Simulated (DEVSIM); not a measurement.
System: isotype n-n heterojunction Al0.4Ga0.6As/GaAs, at 300 K.

```
layer (left to right)      material  thickness (μm)  Nd (cm⁻³)  τn (s)  τp (s)
---------------------  ------------  --------------  ---------  ------  ------
1                      Al0.4Ga0.6As           0.300     9.9e16  1.3e-8  1.3e-8
2                              GaAs           0.180     4.7e15  1.3e-8  1.3e-8
```

Left contact: ohmic. Right contact: ohmic. Voltage is applied to the left contact. Recombination: SRH at mid-gap, Auger. Mobility is μmin + (μ − μmin)/(1 + (N/Nref)^α).

This is a model device: material constants are rounded textbook-type values typed into the input, and sizes, dopings and lifetimes were drawn at random. Values at 300 K.

| parameter | Al0.4Ga0.6As | GaAs |
|---|---|---|
| gap (eV) | 1.9228 | 1.424 |
| affinity (eV) | 3.754 | 4.07 |
| permittivity | 11.76 | 12.9 |
| Nc (cm⁻³) | 7.93e17 | 4.7e17 |
| Nv (cm⁻³) | 9e18 | 9e18 |
| μn (cm²/Vs) | 3220 | 8500 |
| μp (cm²/Vs) | 158 | 400 |
| μn,min | 500 | 500 |
| μp,min | 20 | 20 |
| Nref,n | 6e16 | 6e16 |
| Nref,p | 1.5e17 | 1.5e17 |
| αn | 0.39 | 0.39 |
| αp | 0.38 | 0.38 |
| Cn (cm⁶/s) | 1e-30 | 1e-30 |
| Cp (cm⁶/s) | 1e-30 | 1e-30 |

Model (solved in DEVSIM): 1D drift-diffusion, Boltzmann statistics, complete ionisation; no tunnelling, impact ionisation, image-force lowering or self-heating. Band offsets follow the typed affinities; no thermionic-emission limit at abrupt steps, no polarisation charge.

Q: Tabulate band edges, carrier densities and field at 1.15 V on the left contact.

A: Energies count from the Fermi level of the right contact; mesh points crowd at the junctions.

```tsv
x (μm)	Ec (eV)	Ev (eV)	n (cm⁻³)	p (cm⁻³)	field (V/cm)
0.000	-1.096	-3.019	9.9e16	< 1e2	78
0.003665	-1.096	-3.019	9.9e16	< 1e2	78
0.01064	-1.096	-3.019	9.9e16	< 1e2	78
0.02216	-1.096	-3.019	9.9e16	< 1e2	78
0.05248	-1.096	-3.019	9.9e16	< 1e2	80
0.09488	-1.095	-3.018	9.9e16	< 1e2	130
0.1618	-1.085	-3.008	6.8e16	< 1e2	7300
0.2373	-0.705	-2.628	7.6e13	< 1e2	110000
0.2676	-0.318	-2.240	5.2e13	< 1e2	150000
0.2834	-0.058	-1.981	4.4e13	< 1e2	180000
0.2926	0.108	-1.814	4.1e13	< 1e2	190000
0.2991	0.235	-1.687	3.9e13	< 1e2	200000
0.3021	-0.034	-1.458	1.5e18	< 1e2	100000
0.3078	0.004	-1.420	3.4e17	< 1e2	48000
0.3216	0.046	-1.378	6.8e16	< 1e2	19000
0.3408	0.072	-1.352	2.5e16	< 1e2	9800
0.3737	0.094	-1.330	1.1e16	< 1e2	4500
0.4179	0.108	-1.316	6.6e15	< 1e2	2300
0.4528	0.115	-1.309	5.3e15	< 1e2	1700
0.4670	0.117	-1.307	5.0e15	< 1e2	1600
0.4746	0.118	-1.306	4.8e15	< 1e2	1600
0.4800	0.119	-1.305	4.7e15	< 1e2	1600
```
